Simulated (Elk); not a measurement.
A self-consistent single point of ZnO (P6_3mc, 4 atoms in the cell) with Elk.

Computed with PBE, all-electron FP-LAPW, Elk's shipped species files, LAPW+lo basis in Elk.

The change in words: lattice scaled by 0.98. Reference geometry:
```xyz
4
Lattice="3.1645 0.0000 0.0000 -1.5823 2.7405 0.0000 0.0000 0.0000 5.1046" Properties=species:S:1:pos:R:3 pbc="T T T"
Zn     1.5823     0.9135     2.5553
Zn     0.0000     1.8270     0.0030
O      1.5823     0.9135     4.4906
O      0.0000     1.8270     1.9383
```

Reference input (self-consistent single point, DFT, PBE, all-electron FP-LAPW, Elk's shipped species files, LAPW+lo basis): xctype = 20; rgkmax = 8; stype = 0; swidth = 0.0001 Ha; ngridk = 10 10 5; gmaxvr = 16 1/bohr; nxoapwlo = 1; rmtscf = 0.81. This run's input differs from it in these lines:

```diff
@@ -25,8 +25,8 @@
 scale
-  5.980056073
+  5.860455031
 
 avec
-    1.0000000000    0.0000000445    0.0000000000
-   -0.5000000385    0.8660253815    0.0000000000
-    0.0000000000    0.0000000000    1.6130664711
+    1.0000000000    0.0000000563    0.0000000000
+   -0.5000000487    0.8660253756    0.0000000000
+    0.0000000000    0.0000000000    1.6130665394
```

The program printed (abridged):

```
│ Self-consistent loop started │
│ Loop number : 1 │
 total energy                :     -3750.32393272
│ Loop number : 2 │
 total energy                :     -3750.37346195
RMS change in Kohn-Sham potential (target) :    1.384103709     (  0.1000000000E-05)
Absolute change in total energy (target)   :   0.4952923307E-01 (  0.1000000000E-03)
│ Loop number : 3 │
 total energy                :     -3749.79888095
RMS change in Kohn-Sham potential (target) :    1.348923053     (  0.1000000000E-05)
Absolute change in total energy (target)   :   0.5621986922     (  0.1000000000E-03)
│ Loop number : 4 │
   [... lines left out ...]
Absolute change in total energy (target)   :   0.2458232475E-03 (  0.1000000000E-03)
│ Loop number : 15 │
 total energy                :     -3742.94983874
RMS change in Kohn-Sham potential (target) :   0.1989436339E-06 (  0.1000000000E-05)
Absolute change in total energy (target)   :   0.1252237330E-03 (  0.1000000000E-03)
│ Loop number : 16 │
 total energy                :     -3742.94983316
RMS change in Kohn-Sham potential (target) :   0.9508790045E-07 (  0.1000000000E-05)
Absolute change in total energy (target)   :   0.3689068808E-04 (  0.1000000000E-03)
Convergence targets achieved

│ Loop number : 17 │

Energies :
 Fermi                       :     0.236085809098
 total energy                :     -3742.94982981

Density of states at Fermi energy :   0.8170937824E-05
 (states/Hartree/unit cell)

Estimated indirect band gap :   0.3632816710E-01
 from k-point      1 to k-point      1
Estimated direct band gap   :   0.3632816710E-01
 at k-point      1

Charges :
 core                        :    28.00000000
 valence                     :    48.00000000
 interstitial                :    6.207023876
 muffin-tins (core leakage)
  species :    1 (Zn)
   atom    1                 :    28.13782959     (  0.1244219400E-02)
   atom    2                 :    28.13782959     (  0.1244219400E-02)
  species :    2 (O)
   atom    1                 :    6.758658472     (  0.6014980760E-06)
   atom    2                 :    6.758658472     (  0.6014980760E-06)
 total in muffin-tins        :    69.79297612
 total calculated charge     :    75.99452441
 total charge                :    76.00000000
 error                       :   0.5475585107E-02

│ Self-consistent loop stopped │
```

The run converged in 17 iterations. The count includes the last loop, which Elk runs after its targets are met. Against the reference run the total energy goes up by 98.7 meV/atom and the gap on the mesh goes from 0.899 to 0.989 eV.

The starting cell comes from a database of computed structures (which also holds hypothetical and non-ambient phases and stackings), without a prior relaxation at this level. Its lattice was rescaled by a random factor within 2.5 % of one. For this run, on top of that: lattice scaled by 0.98. Values depend on the basis (sphere radii, cutoffs, local orbitals), which need not be converged.

Cost on one core of a shared machine: roughly 3 min.
